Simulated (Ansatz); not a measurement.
System: O vacancy in monoclinic HfO2 with all lengths changed by -1 % (charge state +2). The step: one O atom jumps into the vacancy from a nearby O site; the atom moves 1.94 Å along (-0.36, -0.09, -0.14) of the unit cell; from a vacant O site with 3 nearest neighbours to a vacant O site with 4 nearest neighbours; the moving atom starts with neighbours Hf at 2.09, Hf at 2.13, Hf at 2.34, Hf at 2.36; O at 2.57, O at 2.63, O at 2.65 Å and ends with Hf at 2.03, Hf at 2.06, Hf at 2.24 Å. DFT values are from Ansatz (plane-wave PAW, 420 eV unless said) in a cell of 96 host sites, spin-restricted, static, with no finite-size correction. The charge state is imposed; whether it is stable for some Fermi level was not computed. Forms of the defect that were not tried may lie lower. For the PBE band: the saddle point's order was not checked.

```json
[
 {"Level": "CHGNet universal potential (has no charge state), its own band", "Forward barrier (eV)": "0.67", "Cost of the band or of the saddle's single point": "-"},
 {"Level": "PBE, the Γ point alone, band relaxed", "Forward barrier (eV)": "0.85", "Cost of the band or of the saddle's single point": "very roughly 29 core-minutes"},
 {"Level": "PBE, a 2×2×2 k-point mesh shifted by half a step, same geometries", "Forward barrier (eV)": "0.87", "Cost of the band or of the saddle's single point": "roughly 11 core-minutes"}
]
```

Ansatz is an electronic-structure program.
